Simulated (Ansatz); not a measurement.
A self-consistent single point of Nb3Au2 (I4mm, 5 atoms in the cell) with Ansatz (a first-principles code).

Method of the run: PBEsol, default PAW files made with PBE (plane waves; Ansatz).

The change in words: lattice scaled by 0.98. Reference geometry:
```xyz
5
Lattice="-1.7129 1.7129 7.6839 1.7129 -1.7129 7.6839 1.7129 1.7129 -7.6839" Properties=species:S:1:pos:R:3 pbc="T T T"
Nb     0.0000     0.0000     0.0500
Nb     0.0000     0.0000     6.1354
Nb     0.0000     0.0000     9.2323
Au     0.0000     0.0000     3.0700
Au     0.0000     0.0000    12.2977
```

Reference input (self-consistent single point, DFT, PBEsol, plane waves, default PAW files made with PBE): basis.ecutwfc = 420 eV; kpoints.mp_grid.grid = 6 6 6; hamiltonian.xc = pbesol; hamiltonian.pseudopotentials = {kind: paw} (the program's default PAW files); scf.occupations.method = fermi_dirac; scf.occupations.width = 0.1 eV. This run's input differs from it in these lines:

```diff
@@ -3,5 +3,5 @@
   lattice:
-    - [-1.712928, 1.712928, 7.683883]
-    - [1.712928, -1.712928, 7.683883]
-    - [1.712928, 1.712928, -7.683883]
+    - [-1.678669, 1.678669, 7.530205]
+    - [1.678669, -1.678669, 7.530205]
+    - [1.678669, 1.678669, -7.530205]
   atoms:
```

Log, with long lists cut:

```
SCF iter   1: F=—  HF=-39501.516487 eV  |F-HF|=—  |Δ(HF+E_count)|=         —  Δρ=6.83e-3  dr2=4.75e-2  ethr=1.77e-3  ⟨swp⟩=5.2  Hψ=4357  notcnv=0
all-band conjugate gradients solve this SCF's bands
preconditioner: auto → Kerker (q_TF=auto, 2.684 Å⁻¹)
SCF iter   2: F=—  HF=-39501.512868 eV  |F-HF|=—  |Δ(HF+E_count)|=   3.62e-3  Δρ=3.52e-3  dr2=1.38e-2  ethr=6.17e-5  ⟨swp⟩=2.3  Hψ=1996  notcnv=0
SCF iter   3: F=—  HF=-39501.510567 eV  |F-HF|=—  |Δ(HF+E_count)|=   2.30e-3  Δρ=4.95e-4  dr2=4.38e-4  ethr=1.79e-5  ⟨swp⟩=2.0  Hψ=1898  notcnv=0
SCF iter   4: F=—  HF=-39501.510517 eV  |F-HF|=—  |Δ(HF+E_count)|=   5.00e-5  Δρ=1.06e-4  dr2=3.21e-5  ethr=5.68e-7  ⟨swp⟩=2.0  Hψ=1683  notcnv=0
SCF iter   5: F=—  HF=-39501.510510 eV  |F-HF|=—  |Δ(HF+E_count)|=   7.16e-6  Δρ=2.68e-5  dr2=1.41e-6  ethr=4.17e-8  ⟨swp⟩=2.1  Hψ=1791  notcnv=0
SCF iter   6: F=-39501.510510 eV  HF=-39501.510510 eV  |F-HF|=3.22e-8  |Δ(HF+E_count)|=   1.26e-7  Δρ=5.66e-6  dr2=4.68e-8  ethr=1.30e-10  ⟨swp⟩=3.7  Hψ=5312  notcnv=0
SCF 1 converged in 6 iterations: F = -39501.510510 eV  dr2 = 4.68e-8
Free energy (F): -39501.510510 eV
Internal energy: -39501.396883 eV  (E = F + TS)
E sigma→0 (E₀):  -39501.453697 eV
Entropy (-TS):   -0.113627 eV (-22.725 meV/atom)
Fermi energy:    19.983717 eV
--- Forces (eV/Å), atoms counted from 1 ---
  atom   1  Nb     0.00000000     0.00000000    -0.83363780
  atom   2  Nb     0.00000000     0.00000000     0.33366509
  atom   3  Nb    -0.00000000    -0.00000000     0.22743763
  atom   4  Au    -0.00000000     0.00000000     0.17907149
  atom   5  Au     0.00000000     0.00000000     0.09339795
--- Stress (GPa, compression-positive) ---
        3.418163      -0.000000      -0.000000
       -0.000000       3.418163       0.000000
       -0.000000       0.000000       3.761631
  P = ⅓ Tr σ = 3.5327 GPa (35.327 kbar)
  The stress holds the Pulay correction. Without it, at fixed plane waves, as pw.x and ABINIT print it: P = 3.4963 GPa
```

The run converged in 6 iterations. Against the reference run the free energy goes down by 15.9 meV/atom, the pressure goes from -7.71 to 3.53 GPa and the largest force goes from 0.700 to 0.834 eV/Å.

The starting cell comes from a database of computed structures (which also holds hypothetical and non-ambient phases and stackings), without a prior relaxation at this level. Its lattice was rescaled by up to half a per cent. One atom was moved a little off its site on purpose. For this run, on top of that: lattice scaled by 0.98. Spin polarisation is off. With a pressure of about 4 GPa the cell is away from its equilibrium volume at this level. Ansatz's pressure includes its estimate of the finite-basis (Pulay) stress.

Keys are those of Ansatz 0.2.
